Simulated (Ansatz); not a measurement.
# Y, pressure series

Start from Y in the hcp (Mg type) structure (space group P6_3/mmc, No. 194; a = 3.656 Å, c = 5.679 Å).

Cell and atoms are relaxed at each pressure.

All numbers come from PBE (Ansatz, a first-principles code; PAW; 420 eV plane waves; without spin-orbit coupling).

```json
[
 {"P (GPa)": "-2.00", "V (Å³/atom)": "34.660"},
 {"P (GPa)": "-1.00", "V (Å³/atom)": "33.708"},
 {"P (GPa)": "0.90", "V (Å³/atom)": "32.171"},
 {"P (GPa)": "2.10", "V (Å³/atom)": "31.329"},
 {"P (GPa)": "4.50", "V (Å³/atom)": "29.852"},
 {"P (GPa)": "9.00", "V (Å³/atom)": "27.633"},
 {"P (GPa)": "15.00", "V (Å³/atom)": "25.413"},
 {"P (GPa)": "22.50", "V (Å³/atom)": "23.351"},
 {"P (GPa)": "30.00", "V (Å³/atom)": "21.764"}
]
```

A third-order Birch–Murnaghan fit to these points gives V₀ = 32.87 Å³/atom, B₀ = 40 GPa and B₀′ = 3.2. At pressure 30 GPa the volume is 66.2 % of V₀.

Load acts through the strain it causes; cell and atoms are relaxed under it. Stability against distortions was not tested. Competing high-pressure phases were not computed. All final runs are without spin polarisation.
